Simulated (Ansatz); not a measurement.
Take MgSe in the rock salt structure (space group Fm-3m, No. 225) as the base.

```cif
data_Mg4Se4
_chemical_formula_sum 'Mg4 Se4'
_space_group_name_H-M_alt 'Fm-3m'
_space_group_IT_number 225
_space_group_name_Hall '-F 4 2 3'
_cell_length_a 5.47236
_cell_length_b 5.47236
_cell_length_c 5.47236
_cell_angle_alpha 90.000
_cell_angle_beta 90.000
_cell_angle_gamma 90.000
loop_
_atom_site_label
_atom_site_type_symbol
_atom_site_symmetry_multiplicity
_atom_site_Wyckoff_symbol
_atom_site_fract_x
_atom_site_fract_y
_atom_site_fract_z
_atom_site_occupancy
Mg1 Mg 4 a 0.00000 0.00000 0.00000 1
Se1 Se 4 b 0.50000 0.50000 0.50000 1
```
(The calculation used a cell of 2 atoms; values per cell refer to that cell.)

Computed with plane-wave PAW DFT at the r2SCAN level (Ansatz, a program for electronic structure, 500 eV), no SOC.

Strains are applied to the cell and any free atomic positions relax.

One change was made to it. Results:

The energy grows by 0.9 meV/atom; the hole mass (degenerate bands, along [100]) goes from 0.20, 0.79, 0.79 mₑ (at Γ) to 0.20, 0.78, 0.78 mₑ (at Γ); the band gap goes up by 0.026 eV, from 2.48 eV to 2.50 eV; the smallest direct gap goes up by 0.11 eV (3.44 eV → 3.55 eV).

### Question
What was done to the base?
A. isotropic strain −1.50 %
B. isotropic strain −2.50 %
C. isotropic strain −0.50 %
D. isotropic strain −1.00 %

### Answer
C, isotropic strain −0.50 %. For comparison, the energy relative to the base in the other runs: isotropic strain −1.50 % gives +8.9 meV/atom; isotropic strain −2.50 % gives +26 meV/atom; isotropic strain −1.00 % gives +3.9 meV/atom.

Effective masses come from finite differences of ±0.01 Å⁻¹. No phonon test of stability was made.
